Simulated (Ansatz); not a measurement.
An Ansatz (a quantum-chemistry and plane-wave program) run: SiO2 with a change (uniaxial strain ε_zz = −3.00 %); Kohn–Sham DFT with the PBEsol functional, run in Ansatz with PAW and 420 eV plane waves, spin-orbit coupling left out.

Input:

Ansatz 0.2 input:
```yaml
crystal:
  lattice:
    - [4.1945029647, 0, 0]
    - [0, 4.1945029647, 0]
    - [0, 0, 2.5981249478]
  atoms:
    - { symbol: Si, position: [0, 0, 0] }
    - { symbol: Si, position: [0.5, 0.5, 0.5] }
    - { symbol: O, position: [0.3060579896, 0.3060579896, 0] }
    - { symbol: O, position: [0.8060579896, 0.1939420104, 0.5] }
    - { symbol: O, position: [0.1939420104, 0.8060579896, 0.5] }
    - { symbol: O, position: [0.6939420104, 0.6939420104, 0] }
basis: { ecutwfc: 420, ecutrho_ratio: 4, xc_grid: 2, fft_grid_basis: typed }
kpoints: { mp_grid: { grid: [8, 8, 12] } }
hamiltonian:
  xc: pbesol
  dispersion: none
  pseudopotentials: { kind: paw }
scf: { occupations: { method: fermi_dirac, width: 0.05 }, convergence: { dr2_threshold: 0.0000000006 } }
relax: { f_tol: 0.005, max_steps: 50 }
output: { forces: true, stress: true }
checkpoint: { write: state.ck, write_every: 1000 }
```

Output (explanatory and most iteration lines left out):

```
Relaxation: its limit of steps is 50 (relax.max_steps)
Pseudopotential: Si, paw, valence charge 4
Pseudopotential: O, paw, valence charge 6
Crystal: 6 atoms, lattice volume = 45.711 Å³
Basis set: ecut = 420 eV, 885 PW (Γ), exchange–correlation on 60×60×36 points (8 copies of the dense FFT grid, shifted against one another)
Bands: 22, of which v1, the nominal top of the filled ones, is band 16 counted from 1 (15 counted from 0)
Symmetry: 16 space group operations
Space group: P42/mnm (ITA 136), of the structure as read, at distance tolerance 3.6e-5 Å
k-points: 105 of 768
Functional: x = pbesol(κ = 0.804, μ = 0.12345679012345678), c = pbesol(β = 0.046)
SCF iter   1: F=—  HF=-3492.738776 eV  |F-HF|=—  |Δ(HF+E_count)|=         —  Δρ=1.42e-2  dr2=6.18e-2  ethr=1.77e-3  ⟨swp⟩=6.0  Hψ=12714  notcnv=0  defer=5
SCF iter   2: F=—  HF=-3492.719811 eV  |F-HF|=—  |Δ(HF+E_count)|=   1.90e-2  Δρ=3.96e-3  dr2=3.52e-3  ethr=1.93e-4  ⟨swp⟩=2.3  Hψ=4968  notcnv=0  defer=181
SCF 1 converged in 7 iterations: F = -3492.718541 eV  dr2 = 1.11e-11
relax step   1: F+E_penalty+E_count = -3492.71854075 eV  Δ(F+E_penalty+E_count) = +0.000e0 eV  max|allowed force component| = 4.260e-2 eV/Å  Δτ_max = 0.0000 Å  (7 SCF iters, accepted)
Crystal: 6 atoms, lattice volume = 45.711 Å³
SCF iter   1: F=—  HF=-3492.718777 eV  |F-HF|=—  |Δ(HF+E_count)|=         —  Δρ=1.73e-4  dr2=9.02e-6  ethr=2.78e-8  ⟨swp⟩=1.3  Hψ=7236  notcnv=0  defer=181
SCF iter   2: F=—  HF=-3492.718650 eV  |F-HF|=—  |Δ(HF+E_count)|=   1.27e-4  Δρ=6.45e-5  dr2=7.25e-7  ethr=2.78e-8  ⟨swp⟩=2.6  Hψ=3824  notcnv=0  defer=181
SCF 2 converged in 5 iterations: F = -3492.718651 eV  dr2 = 1.83e-11
relax step   2: F+E_penalty+E_count = -3492.71865052 eV  Δ(F+E_penalty+E_count) = -1.098e-4 eV  max|allowed force component| = 2.961e-2 eV/Å  Δτ_max = 0.0005 Å  (5 SCF iters, accepted)
Crystal: 6 atoms, lattice volume = 45.711 Å³
SCF iter   1: F=—  HF=-3492.718901 eV  |F-HF|=—  |Δ(HF+E_count)|=         —  Δρ=3.94e-4  dr2=4.66e-5  ethr=1.47e-6  ⟨swp⟩=2.0  Hψ=5445  notcnv=0  defer=181
SCF iter   2: F=—  HF=-3492.718754 eV  |F-HF|=—  |Δ(HF+E_count)|=   1.47e-4  Δρ=1.48e-4  dr2=3.86e-6  ethr=1.46e-7  ⟨swp⟩=2.0  Hψ=4435  notcnv=0  defer=181
SCF 3 converged in 5 iterations: F = -3492.718753 eV  dr2 = 7.23e-11
relax step   3: F+E_penalty+E_count = -3492.71875341 eV  Δ(F+E_penalty+E_count) = -1.029e-4 eV  max|allowed force component| = 6.869e-5 eV/Å  Δτ_max = 0.0012 Å  (5 SCF iters, accepted)
SCF converged after 5 iterations
Free energy (F): -3492.718753 eV
Internal energy: -3492.718753 eV  (E = F + TS)
E sigma→0 (E₀):  -3492.718753 eV
Fermi energy:    13.771656 eV
--- Forces (eV/Å), atoms counted from 1 ---
  atom   1  Si     0.00000000     0.00000000     0.00000000
  atom   2  Si     0.00000000    -0.00000000     0.00000000
  atom   3  O     -0.00006869    -0.00006869     0.00000000
  atom   4  O     -0.00006869     0.00006869     0.00000000
  atom   5  O      0.00006869    -0.00006869     0.00000000
  atom   6  O      0.00006869     0.00006869     0.00000000
--- Stress (GPa, compression-positive) ---
        5.841158       0.000000       0.000000
        0.000000       5.841158       0.000000
        0.000000       0.000000      23.764911
  P = ⅓ Tr σ = 11.8157 GPa (118.157 kbar)
--- Relaxed structure (3 steps of the walk, 3 accepted, 0 SCFs on fresh bases) ---
  atoms:
    - { symbol: Si, position: [-2.8002181984629244e-20, 4.308027997635269e-21, 0.0] }
    - { symbol: Si, position: [0.5, 0.5, 0.5] }
    - { symbol: O, position: [0.30576060237981895, 0.30576060237981895, 0.0] }
    - { symbol: O, position: [0.8057606023798188, 0.1942393976201811, 0.5] }
    - { symbol: O, position: [0.1942393976201811, 0.8057606023798188, 0.5] }
    - { symbol: O, position: [0.6942393976201812, 0.6942393976201812, 0.0] }
```

Stability against distortions was not tested. The cell was made from SiO$_{2}$ in the rutile structure (space group P4_2/mnm, No. 136) by this change: uniaxial strain ε_zz = −3.00 %.
